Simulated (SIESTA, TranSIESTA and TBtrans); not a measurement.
System: Fe chain with one bond stretched by 3.0 Å. Leads: straight Fe chain, spacing 2.25 Å. Geometry: as built, not relaxed. Transport runs along z; the first 6 and the last 6 of the 20 atoms are the lead cells, repeated to infinity.

```xyz
20
Lattice="9.000 0.000 0.000 0.000 9.000 0.000 0.000 0.000 48.000" Properties=species:S:1:pos:R:3 pbc="F F T"
Fe     4.500     4.500     0.000
Fe     4.500     4.500     2.250
Fe     4.500     4.500     4.500
Fe     4.500     4.500     6.750
Fe     4.500     4.500     9.000
Fe     4.500     4.500    11.250
Fe     4.500     4.500    13.500
Fe     4.500     4.500    15.750
Fe     4.500     4.500    18.000
Fe     4.500     4.500    20.250
Fe     4.500     4.500    25.500
Fe     4.500     4.500    27.750
Fe     4.500     4.500    30.000
Fe     4.500     4.500    32.250
Fe     4.500     4.500    34.500
Fe     4.500     4.500    36.750
Fe     4.500     4.500    39.000
Fe     4.500     4.500    41.250
Fe     4.500     4.500    43.500
Fe     4.500     4.500    45.750
```
Starting moments (μB): atom 7 +3.2, atom 8 +3.2, atom 9 +3.2, atom 10 +3.2, atom 11 +3.2, atom 12 +3.2, atom 13 +3.2, atom 14 +3.2; lead atoms +3.2 (left) and +3.2 (right).

Run with TranSIESTA and TBtrans (open boundaries, self-consistent; PseudoDojo norm-conserving potentials, scalar-relativistic): Spin polarized, PAO.BasisSize DZP, PAO.EnergyShift 0.15 eV, XC.Authors PBE, Mesh.Cutoff 200 Ry, ElectronicTemperature 300 K, TS.Voltage 0.0 eV, TBT.Elecs.Eta 0.001 eV.

Energies count from the leads' Fermi level. Transmissions are for each spin. The energy step is 0.01 eV; narrower resonances are cut or missed.

| E (eV) | T up | T down |
|---|---|---|
| -0.20 | 0.0748 | 0.0356 |
| -0.15 | 0.0746 | 0.0366 |
| -0.10 | 0.0744 | 0.0381 |
| -0.05 | 0.0743 | 0.0398 |
| 0.00 | 0.0743 | 0.0418 |
| 0.05 | 0.0744 | 0.0441 |
| 0.10 | 0.0747 | 0.0466 |
| 0.15 | 0.0751 | 0.0493 |
| 0.20 | 0.0757 | 0.0521 |

Task: Give the zero-bias conductance in μS and the resistance at 300 K.

Result: At the Fermi level the mean of both spins is (0.0743 + 0.0418)/2 = 0.0581. Averaged with −∂f/∂E over the full grid (kT = 25.9 meV) it is 0.0582. With G0 = 2e²/h = 77.48 μS, G = 4.51 μS and R = 1/G = 222 kΩ.

Task: The eigenchannels at the Fermi level (both spins) transmit 0.0743, 0.0418. What Fano factor of the shot noise follows at low temperature and bias?

Result: F = Σ τ(1 − τ)/Σ τ = 0.109/0.116 = 0.94.

The magnetic order of the leads was set by the start, and no other order was tried; the separate lead runs end at 3.39 (left) and 3.39 (right) μB an atom. The straight chain is held at its spacing; free chains may zigzag or dimerise.
